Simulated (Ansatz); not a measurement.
Consider MgH2 in the CdCl2 type structure (space group R-3m, No. 166; a = 3.0087 Å, c = 12.5944 Å (hexagonal axes); a hypothetical phase, not in the database extracts checked). Axes: x lies along a and z along c of the hexagonal cell.

Computed with r2SCAN+rVV10 (Ansatz, a first-principles code), without spin-orbit coupling.

Strains are applied to the cell and any free atomic positions relax; under stress the whole cell relaxes.

One change was made to it. Results:

| quantity | base | after |
|---|---|---|
| shortest interatomic distance | 1.963 Å | 1.942 Å |
| energy relative to the base (free energy F) | 0 meV/atom | +2.4 meV/atom |

Task: Name the change that was made.
(A) isotropic strain −5.78 %
(B) isotropic strain −4.26 %
(C) uniaxial stress, 3 GPa compression along x

Result: C, uniaxial stress, 3 GPa compression along x. For comparison, the energy relative to the base in the other runs: isotropic strain −4.26 % gives +23 meV/atom; isotropic strain −5.78 % gives +44 meV/atom.

Stability under load was not tested beyond the relaxation.
